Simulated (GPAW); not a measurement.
Band structure of K₃Sr (P6_3/mmc, 8 atoms in the cell).

```xyz
8
Lattice="9.0596 0.0000 0.0000 -4.5298 7.8458 0.0000 0.0000 0.0000 7.3905" Properties=species:S:1:pos:R:3 pbc="T T T"
K      2.2823     1.3177     5.5428
K      2.2475     6.5281     1.8476
K      0.0000     2.6353     1.8476
K      4.5298     5.2105     5.5428
K      6.7773     1.3177     5.5428
K     -2.2475     6.5281     1.8476
Sr     4.5298     2.6153     1.8476
Sr     0.0000     5.2305     5.5428
```

Computed with PBEsol, GPAW PAW datasets PBEsol (made by gpaw-setup) (plane waves; GPAW).

Settings: mode = pw; ecut = 600 eV; xc = PBEsol; kpts = 2 2 2; mesh shift (steps) = 0 0 0; occupations.name = fermi-dirac; occupations.width = 0.136 eV; nbands = -16; convergence.forces = 0.001 eV/Å; symmetry.symmorphic = false; symmetry.tolerance = 0.0005; maxiter = 120; bandpath_npoints = 40.

The starting cell comes from a database of computed structures (which also holds hypothetical and non-ambient phases and stackings), without a prior relaxation at this level. Its lattice was rescaled by a random factor within 2.5 % of one.

Levels in eV from the Fermi level, bands 34 to 41:
```json
[
 {"point": "Γ", "34": "-0.72", "35": "-0.11", "36": "-0.11", "37": "-0.05", "38": "-0.03", "39": "-0.03", "40": "0.15", "41": "0.37"},
 {"point": "M", "34": "-1.85", "35": "-0.76", "36": "-0.53", "37": "0.41", "38": "0.54", "39": "0.55", "40": "0.64", "41": "0.77"},
 {"point": "K", "34": "-1.88", "35": "-1.42", "36": "0.45", "37": "0.50", "38": "0.50", "39": "0.59", "40": "0.59", "41": "0.61"},
 {"point": "A", "34": "-1.90", "35": "0.12", "36": "0.12", "37": "0.15", "38": "0.15", "39": "0.15", "40": "0.15", "41": "0.64"},
 {"point": "L", "34": "-1.46", "35": "-0.99", "36": "-0.99", "37": "-0.04", "38": "-0.04", "39": "-0.03", "40": "-0.03", "41": "1.07"},
 {"point": "H", "34": "-1.37", "35": "-0.86", "36": "-0.86", "37": "-0.74", "38": "-0.74", "39": "0.77", "40": "0.77", "41": "0.96"}
]
```

Bands cross the Fermi level along this path, so the cell is metallic at this level.
